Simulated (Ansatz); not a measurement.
Defect: interstitial N in 3C silicon carbide, charge state +1. These are PBE, PAW (plane waves to 420 eV; Ansatz, a first-principles code) values and carry that method's errors.

Cell of 64 host sites held at the relaxed PBE lattice; a 2×2×2 k-point mesh shifted by half a step; Fermi-Dirac width 0.01 eV, spin-restricted; finite-size errors left in. Energies are static. The charge state is imposed; whether it is stable for some Fermi level was not computed. Sites that were not tried may lie lower. On the k-point mesh the defect's levels are only partly filled at one site or more.

Barriers: single points on a 3×3×3 k-point mesh shifted by half a step at the bands' geometries.

The step: several atoms move together, N the farthest. Atoms about the jump, Cartesian Å from the middle of the jump, before and after:

```json
[
 {"atom": "N1", "x0": "0.74", "y0": "0.74", "z0": "0.00", "x1": "-0.74", "y1": "-0.74", "z1": "0.00"},
 {"atom": "C2", "x0": "-0.81", "y0": "-1.48", "z0": "0.01", "x1": "-0.75", "y1": "-2.07", "z1": "0.01"},
 {"atom": "Si3", "x0": "0.13", "y0": "-0.40", "z0": "1.19", "x1": "0.40", "y1": "-0.13", "z1": "1.19"},
 {"atom": "C4", "x0": "2.07", "y0": "0.75", "z0": "0.01", "x1": "1.48", "y1": "0.81", "z1": "0.01"},
 {"atom": "Si5", "x0": "-1.88", "y0": "-0.36", "z0": "-1.10", "x1": "-1.90", "y1": "-0.13", "z1": "-1.18"},
 {"atom": "Si6", "x0": "0.13", "y0": "1.90", "z0": "-1.18", "x1": "0.36", "y1": "1.88", "z1": "-1.10"},
 {"atom": "C7", "x0": "-0.83", "y0": "0.76", "z0": "2.26", "x1": "-0.76", "y1": "0.83", "z1": "2.26"},
 {"atom": "C8", "x0": "-0.83", "y0": "0.74", "z0": "-2.24", "x1": "-0.74", "y1": "0.83", "z1": "-2.24"},
 {"atom": "Si9", "x0": "-1.88", "y0": "1.86", "z0": "1.12", "x1": "-1.86", "y1": "1.88", "z1": "1.12"},
 {"atom": "Si10", "x0": "0.35", "y0": "-2.52", "z0": "-1.07", "x1": "0.42", "y1": "-2.75", "z1": "-1.22"},
 {"atom": "C11", "x0": "-2.94", "y0": "0.75", "z0": "0.01", "x1": "-2.98", "y1": "0.81", "z1": "0.01"},
 {"atom": "Si12", "x0": "-1.87", "y0": "-2.57", "z0": "1.12", "x1": "-1.93", "y1": "-2.75", "z1": "1.24"},
 {"atom": "C13", "x0": "1.42", "y0": "-1.39", "z0": "2.16", "x1": "1.39", "y1": "-1.42", "z1": "2.16"},
 {"atom": "Si14", "x0": "2.75", "y0": "-0.42", "z0": "-1.22", "x1": "2.52", "y1": "-0.35", "z1": "-1.07"},
 {"atom": "C15", "x0": "1.45", "y0": "-1.41", "z0": "-2.16", "x1": "1.41", "y1": "-1.45", "z1": "-2.16"},
 {"atom": "C16", "x0": "-0.81", "y0": "2.98", "z0": "0.01", "x1": "-0.75", "y1": "2.94", "z1": "0.01"},
 {"atom": "Si17", "x0": "0.34", "y0": "-0.33", "z0": "-3.28", "x1": "0.33", "y1": "-0.34", "z1": "-3.28"},
 {"atom": "Si18", "x0": "2.75", "y0": "1.93", "z0": "1.24", "x1": "2.57", "y1": "1.87", "z1": "1.12"},
 {"atom": "C19", "x0": "-2.93", "y0": "-1.46", "z0": "2.22", "x1": "-2.92", "y1": "-1.45", "z1": "2.18"},
 {"atom": "Si20", "x0": "-1.87", "y0": "-0.35", "z0": "3.33", "x1": "-1.84", "y1": "-0.34", "z1": "3.30"},
 {"atom": "Si21", "x0": "2.52", "y0": "-2.52", "z0": "1.09", "x1": "2.52", "y1": "-2.52", "z1": "1.09"},
 {"atom": "C22", "x0": "1.44", "y0": "-3.63", "z0": "0.01", "x1": "1.48", "y1": "-3.69", "z1": "0.02"},
 {"atom": "C23", "x0": "-2.95", "y0": "-1.46", "z0": "-2.20", "x1": "-2.90", "y1": "-1.42", "z1": "-2.14"},
 {"atom": "Si24", "x0": "-4.00", "y0": "-0.36", "z0": "1.12", "x1": "-4.03", "y1": "-0.35", "z1": "1.09"},
 {"atom": "Si25", "x0": "0.34", "y0": "1.84", "z0": "3.30", "x1": "0.35", "y1": "1.87", "z1": "3.33"},
 {"atom": "Si26", "x0": "0.34", "y0": "-2.53", "z0": "3.29", "x1": "0.34", "y1": "-2.53", "z1": "3.30"}
]
```

Where do these atoms stand at the saddle point, and how high is it?


```csv
atom,x,y,z
N1,-0.20,-0.21,0.13
C2,-0.78,-1.50,-0.25
Si3,0.52,-0.11,1.61
C4,1.39,0.66,-0.09
Si5,-1.90,-0.34,-1.21
Si6,0.30,1.84,-1.14
C7,-0.78,0.87,2.40
C8,-0.77,0.76,-2.27
Si9,-1.83,1.82,1.09
Si10,0.38,-2.60,-1.19
C11,-2.93,0.73,-0.01
Si12,-1.81,-2.53,1.07
C13,1.49,-1.47,2.27
Si14,2.57,-0.41,-1.13
C15,1.46,-1.46,-2.23
C16,-0.74,2.92,0.00
Si17,0.35,-0.35,-3.30
Si18,2.54,1.84,1.15
C19,-2.90,-1.43,2.17
Si20,-1.86,-0.35,3.34
Si21,2.54,-2.54,1.08
C22,1.44,-3.63,-0.01
C23,-2.99,-1.46,-2.24
Si24,-4.02,-0.36,1.08
Si25,0.35,1.94,3.40
Si26,0.34,-2.56,3.32
```
It lies 1.20 eV above the start and 1.20 eV above the end. The saddle point's order was not checked.
